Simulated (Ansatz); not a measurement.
Input and output of a self-consistent single point for BSe (P6_3/mmc, 8 atoms in the cell) (Ansatz, a quantum-chemistry and plane-wave program).

Level of theory: PBE (plane waves, PAW; Ansatz).

```xyz
8
Lattice="2.9986 0.0000 0.0000 -1.4993 2.5968 0.0000 0.0000 0.0000 12.9505" Properties=species:S:1:pos:R:3 pbc="T T T"
B      0.0000     1.7312     2.2145
B      1.4993     0.8656     8.6898
B      1.4993     0.8656    10.7360
B      0.0000     1.7312     4.2607
Se     0.0000     1.7312     7.7910
Se     1.4993     0.8656     1.3158
Se     1.4993     0.8656     5.1595
Se     0.0000     1.7312    11.6348
```

Reference input (self-consistent single point, DFT, PBE, plane waves, default PAW files): kpoints.mp_grid.grid = 9 9 2; hamiltonian.xc = pbe; hamiltonian.pseudopotentials = {kind: paw} (the program's default PAW files); scf.occupations.method = gaussian; scf.occupations.width = 0.01 Ry. This run's input differs from it in these lines:

Ansatz 0.2 input:
```diff
@@ -17,3 +17,3 @@
   mp_grid:
-    grid: [9, 9, 2]
+    grid: [7, 7, 2]
 hamiltonian:
@@ -25,3 +25,3 @@
     method: gaussian
-    width: 0.01 Ry
+    width: 0.0022 Ry
 output:
```

The program printed (abridged):

```
SCF iter   1: F=—  HF=-22496.823270 eV  |F-HF|=—  |Δ(HF+E_count)|=         —  Δρ=4.22e-3  dr2=1.51e-2  ethr=1.77e-3  ⟨swp⟩=6.0  Hψ=2869  notcnv=0  defer=3
all-band conjugate gradients solve this SCF's bands
preconditioner: auto → Resta (q_TF=auto, 2.603 Å⁻¹)
SCF iter   2: F=—  HF=-22496.821964 eV  |F-HF|=—  |Δ(HF+E_count)|=   1.31e-3  Δρ=2.51e-3  dr2=5.61e-3  ethr=1.99e-5  ⟨swp⟩=2.1  Hψ=1005  notcnv=0  defer=28
   [... lines left out ...]
SCF iter   4: F=—  HF=-22496.821641 eV  |F-HF|=—  |Δ(HF+E_count)|=   3.54e-4  Δρ=2.24e-4  dr2=3.19e-5  ethr=2.20e-7  ⟨swp⟩=2.0  Hψ=1298  notcnv=0  defer=28
SCF iter   5: F=—  HF=-22496.821631 eV  |F-HF|=—  |Δ(HF+E_count)|=   9.47e-6  Δρ=7.10e-5  dr2=3.98e-6  ethr=4.20e-8  ⟨swp⟩=2.0  Hψ=1298  notcnv=0  defer=28
SCF iter   6: F=—  HF=-22496.821635 eV  |F-HF|=—  |Δ(HF+E_count)|=   3.76e-6  Δρ=1.46e-5  dr2=1.85e-7  ethr=5.24e-9  ⟨swp⟩=2.0  Hψ=979  notcnv=0  defer=28
SCF iter   7: F=-22496.821635 eV  HF=-22496.821635 eV  |F-HF|=3.50e-9  |Δ(HF+E_count)|=   1.13e-7  Δρ=3.88e-6  dr2=1.41e-8  ethr=1.32e-10  ⟨swp⟩=8.5  Hψ=3195  notcnv=0
SCF 1 converged in 7 iterations: F = -22496.821635 eV  dr2 = 1.41e-8
Free energy (F): -22496.821635 eV
Internal energy: -22496.820987 eV  (E = F + TS)
E sigma→0 (E₀):  -22496.821311 eV
Entropy (-TS):   -0.000648 eV (-0.081 meV/atom)
Fermi energy:    13.602788 eV
--- Forces (eV/Å), atoms counted from 1 ---
  atom   1  B     -0.00000000     0.00000000     3.82269378
  atom   2  B     -0.00000000    -0.00000000     3.82269378
  atom   3  B      0.00000000    -0.00000000    -3.82269378
  atom   4  B     -0.00000000     0.00000000    -3.82269378
  atom   5  Se    -0.00000000     0.00000000     0.18637653
  atom   6  Se    -0.00000000    -0.00000000     0.18637653
  atom   7  Se    -0.00000000    -0.00000000    -0.18637653
  atom   8  Se    -0.00000000     0.00000000    -0.18637653
--- Stress (GPa, compression-positive) ---
       42.648468      -0.000000       0.000000
       -0.000000      42.648468      -0.000000
        0.000000      -0.000000       3.783797
  P = ⅓ Tr σ = 29.6936 GPa (296.936 kbar)
  The stress holds the Pulay correction. Without it, at fixed plane waves, as pw.x and ABINIT print it: P = 29.5882 GPa
```

The run converged in 7 iterations. Against the reference run the free energy goes up by 4.5 meV/atom, the pressure goes from 29.54 to 29.69 GPa and the largest force moves little (3.831 to 3.823 eV/Å).

The starting cell was generated: these elements placed on a structure prototype, without a prior relaxation; it need not be a known phase or ordering of this composition. With a pressure of about 30 GPa the cell is away from its equilibrium volume at this level. Forces in this geometry exceed 1 eV/Å. Ansatz's pressure includes its estimate of the finite-basis (Pulay) stress. The run gives no clean gap (levels at the Fermi energy touch, overlap or are partly filled at this smearing), which alone does not show that the compound is a metal.
